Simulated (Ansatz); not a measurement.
# A computed series for Be: response to strain

Take Be in the hcp (Mg type) structure (space group P6_3/mmc, No. 194; a = 2.2552 Å, c = 3.5580 Å; relaxed with 0.1 eV smearing) as the base.

Strains are applied to the cell and any free atomic positions relax.

Method: PBEsol, PAW, 420 eV (Ansatz, a quantum-chemistry and plane-wave program; without spin-orbit coupling).

Notes on the quantities. energy relative to the base: free energy F; pressure: mean of the normal stresses, compression positive.

| case | energy relative to the base | shortest interatomic distance | pressure |
|---|---|---|---|
| base | 0 meV/atom | 2.205 Å | 0.0 GPa |
| isotropic strain −2.50 % | +18 meV/atom | 2.149 Å | 10.7 GPa |
| isotropic strain −2.00 % | +11 meV/atom | 2.160 Å | 8.3 GPa |
| isotropic strain −1.00 % | +2.8 meV/atom | 2.183 Å | 3.9 GPa |
| isotropic strain +0.50 % | +0.7 meV/atom | 2.216 Å | -1.8 GPa |
| isotropic strain +1.00 % | +2.7 meV/atom | 2.227 Å | -3.5 GPa |
| isotropic strain +1.50 % | +6.0 meV/atom | 2.238 Å | -5.2 GPa |
| isotropic strain +2.00 % | +10 meV/atom | 2.249 Å | -6.7 GPa |
| isotropic strain +2.50 % | +16 meV/atom | 2.260 Å | -8.2 GPa |
| isotropic strain +3.00 % | +23 meV/atom | 2.271 Å | -9.5 GPa |

No phonon test of stability was made.
